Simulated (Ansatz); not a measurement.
MgO (Fm-3m), r2SCAN, rigid bands run with Ansatz (an electronic-structure program). Band gap 5.61 eV, N_c = 5.56e18 cm⁻³ and N_v = 2.91e20 cm⁻³ at 300 K, conductivity masses of 0.371 mₑ (electrons) and 2.29 mₑ (holes). Take k_BT = 0.02585 eV.

Question: Find the intrinsic carrier density and the intrinsic Fermi level.

Answer: n_i = √(N_c N_v) exp(−E_g/2k_BT) = 4.02e19 × exp(−108.50) = 3.0e-28 cm⁻³. The level lies (k_BT/2) ln(N_v/N_c) = 51 meV from mid-gap (positive towards the conduction band). Each 0.1 eV added to the gap lowers n_i by a factor of 6.9.

Question: A film of it is 3 nm thick. Estimate the confinement energies in an infinite well.

Answer: ħ²π²/(2m t²) = 0.376 eV·nm²/(m/mₑ × t²) gives 113 meV for electrons and 18.2 meV for holes, so the gap would widen to about 5.74 eV. Finite barriers and nonparabolic bands lower this, and with several valleys or bands the heaviest mass along the normal sets the lowest level, not this average.

Question: What thermal injection velocity √(2k_BT/πm) limits a ballistic channel?

Answer: 8.83e6 cm/s for electrons and 3.56e6 cm/s for holes, a ratio of √(m_h/m_e) = 2.48, for dilute carriers.

Rigid bands with the computed gap; masses take one relaxation time for all states. Spin-orbit coupling is left out. Geometry: cell and atoms relaxed with PBEsol.
